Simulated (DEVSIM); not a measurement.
System: Si p-i-n diode, at 300 K.

```
layer (left to right)  material  thickness (μm)  Nd (cm⁻³)  Na (cm⁻³)  τn (s)  τp (s)
---------------------  --------  --------------  ---------  ---------  ------  ------
1                            Si           0.500          -     4.3e17  3.7e-7  3.7e-7
2                            Si           0.660     2.8e13          -  3.7e-7  3.7e-7
3                            Si            1.70     7.7e18          -  3.7e-7  3.7e-7
```

Left contact: ohmic. Right contact: ohmic. Voltage is applied to the left contact. Recombination: SRH at mid-gap, Auger. Mobility is μmin + (μ − μmin)/(1 + (N/Nref)^α).

Constants are typed, rounded textbook-type inputs, not results; the design itself was drawn at random and stands for no fabricated device. Values at 300 K.

```tsv
parameter	Si
gap (eV)	1.124
affinity (eV)	4.05
permittivity	11.7
Nc (cm⁻³)	2.86e19
Nv (cm⁻³)	3.1e19
μn (cm²/Vs)	1417
μp (cm²/Vs)	470
μn,min	52
μp,min	45
Nref,n	9.7e16
Nref,p	2.2e17
αn	0.68
αp	0.72
Cn (cm⁶/s)	2.8e-31
Cp (cm⁶/s)	9.9e-32
```

DEVSIM, 1D drift-diffusion, Boltzmann statistics, complete ionisation; no tunnelling, impact ionisation, image-force lowering or self-heating.

Problem. Tabulate band edges, carrier densities and field at 0.9 V on the left contact.

Solution. Energies count from the Fermi level of the right contact; mesh points crowd at the junctions.

| x (μm) | Ec (eV) | Ev (eV) | n (cm⁻³) | p (cm⁻³) | field (V/cm) |
|---|---|---|---|---|---|
| 0.000 | 0.113 | -1.011 | 270 | 4.3e17 | 220 |
| 0.02701 | 0.114 | -1.010 | 9.7e15 | 4.4e17 | 210 |
| 0.08541 | 0.115 | -1.009 | 3.0e16 | 4.6e17 | 190 |
| 0.1989 | 0.117 | -1.007 | 6.7e16 | 5.0e17 | 170 |
| 0.3942 | 0.120 | -1.004 | 1.3e17 | 5.6e17 | 140 |
| 0.4632 | 0.121 | -1.003 | 1.5e17 | 5.8e17 | 120 |
| 0.4951 | 0.118 | -1.006 | 1.8e17 | 5.2e17 | -6600 |
| 0.5314 | 0.105 | -1.019 | 3.1e17 | 3.1e17 | ≈ 0 |
| 0.5963 | 0.105 | -1.019 | 3.1e17 | 3.1e17 | 46 |
| 0.7247 | 0.106 | -1.018 | 3.2e17 | 3.2e17 | 45 |
| 0.9420 | 0.107 | -1.018 | 3.3e17 | 3.3e17 | 43 |
| 1.095 | 0.107 | -1.017 | 3.4e17 | 3.4e17 | 42 |
| 1.141 | 0.106 | -1.018 | 3.5e17 | 3.2e17 | -2600 |
| 1.165 | 0.027 | -1.097 | 7.5e18 | 1.5e16 | -4700 |
| 1.220 | 0.027 | -1.097 | 7.7e18 | 1.4e16 | 43 |
| 1.315 | 0.027 | -1.097 | 7.7e18 | 1.4e16 | 43 |
| 1.532 | 0.028 | -1.096 | 7.7e18 | 1.2e16 | 43 |
| 1.978 | 0.030 | -1.094 | 7.7e18 | 8.0e15 | 43 |
| 2.560 | 0.033 | -1.091 | 7.7e18 | 2.8e15 | 43 |
| 2.738 | 0.033 | -1.091 | 7.7e18 | 1.2e15 | 43 |
| 2.816 | 0.034 | -1.090 | 7.7e18 | 4.2e14 | 43 |
| 2.860 | 0.034 | -1.090 | 7.7e18 | < 1e2 | 43 |
